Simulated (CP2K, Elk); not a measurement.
A CP2K input for a self-consistent single point of ZnSnP2 (I-42d, 8 atoms in the cell) (DFT PBE, GPW, DZVP-MOLOPT-SR-GTH basis, GTH-PBE potentials (GTH_POTENTIALS)):

```
&GLOBAL
  PROJECT scf
  RUN_TYPE ENERGY_FORCE
  PRINT_LEVEL LOW
&END GLOBAL
&FORCE_EVAL
  METHOD Quickstep
  STRESS_TENSOR ANALYTICAL
  &DFT
    BASIS_SET_FILE_NAME BASIS_MOLOPT
    POTENTIAL_FILE_NAME GTH_POTENTIALS
    &QS
      METHOD GPW
      EPS_DEFAULT 1E-10
    &END QS
    &MGRID
      CUTOFF 600
      REL_CUTOFF 40
      NGRIDS 5
    &END MGRID
    &SCF
      SCF_GUESS ATOMIC
      EPS_SCF 1E-6
      MAX_SCF 100
      ADDED_MOS 9
      &DIAGONALIZATION
        ALGORITHM STANDARD
      &END DIAGONALIZATION
      &MIXING
        METHOD BROYDEN_MIXING
        ALPHA 0.4
        NBUFFER 12
      &END MIXING
    &END SCF
    &KPOINTS
      SCHEME MONKHORST-PACK 4 4 4
      GAMMA_CENTERED T
    &END KPOINTS
    &XC
      &XC_FUNCTIONAL PBE
      &END XC_FUNCTIONAL
    &END XC
    &PRINT
      &MO
        EIGENVALUES T
        OCCUPATION_NUMBERS T
        NDIGITS 8
        FILENAME mo
        &EACH
          QS_SCF 0
        &END EACH
        ADD_LAST NUMERIC
      &END MO
      &MULLIKEN OFF
      &END MULLIKEN
    &END PRINT
  &END DFT
  &SUBSYS
    &CELL
      ABC 6.85941500 6.85941528 6.85941468
      ALPHA_BETA_GAMMA 131.89893597 131.89894022 70.38869131
      PERIODIC XYZ
    &END CELL
    &COORD
      SCALED
      Zn       0.75000000     0.25000000     0.50000000
      Zn       0.00000000     0.00000000     0.00000000
      Sn       0.25000000     0.75000000     0.50000000
      Sn       0.50000000     0.50000000     0.00000000
      P        0.37500000     0.35362000     0.47862000
      P        0.64638000     0.12500000     0.02138000
      P        0.87500000     0.89638000     0.52138000
      P        0.10362000     0.62500000     0.97862000
    &END COORD
    &KIND Zn
      BASIS_SET DZVP-MOLOPT-SR-GTH-q12
      POTENTIAL GTH-PBE-q12
    &END KIND
    &KIND Sn
      BASIS_SET DZVP-MOLOPT-SR-GTH-q4
      POTENTIAL GTH-PBE-q4
    &END KIND
    &KIND P
      BASIS_SET DZVP-MOLOPT-SR-GTH-q5
      POTENTIAL GTH-PBE-q5
    &END KIND
  &END SUBSYS
  &PRINT
    &FORCES ON
    &END FORCES
    &STRESS_TENSOR ON
    &END STRESS_TENSOR
  &END PRINT
&END FORCE_EVAL
```

Task: Translate this input to Elk.

Result: This is the input that was run; spellings and numerical settings could be chosen otherwise.

```
tasks
  0

xctype
  20

rgkmax
  7.5

gmaxvr
  14.0

nxoapwlo
  1

rmtscf
  0.93

stype
  0

swidth
  0.0001

maxscl
  100

scale
  12.96241563

avec
   -0.4075421915    0.4075421915    0.8172017647
    0.4075421915   -0.4075421915    0.8172017647
    0.4075421915    0.4075421915   -0.8172017647

atoms
  3
  'Zn.in'
  2
  0.7500000000  0.2500000000  0.5000000000    0.0 0.0 0.0
  0.0000000000  0.0000000000  0.0000000000    0.0 0.0 0.0
  'Sn.in'
  2
  0.2500000000  0.7500000000  0.5000000000    0.0 0.0 0.0
  0.5000000000  0.5000000000  0.0000000000    0.0 0.0 0.0
  'P.in'
  4
  0.3750000000  0.3536200000  0.4786200000    0.0 0.0 0.0
  0.6463800000  0.1250000000  0.0213800000    0.0 0.0 0.0
  0.8750000000  0.8963800000  0.5213800000    0.0 0.0 0.0
  0.1036200000  0.6250000000  0.9786200000    0.0 0.0 0.0

ngridk
  4 4 4
```

Basis settings and potentials, where a program has them, do not carry over. This input uses DFT, PBE, all-electron FP-LAPW, Elk's shipped species files, LAPW+lo basis.

The starting cell comes from a database of computed structures (which also holds hypothetical and non-ambient phases and stackings), without a prior relaxation at this level. Its lattice was rescaled by a random factor within 2.5 % of one. For this run, on top of that: lattice scaled by 0.98.
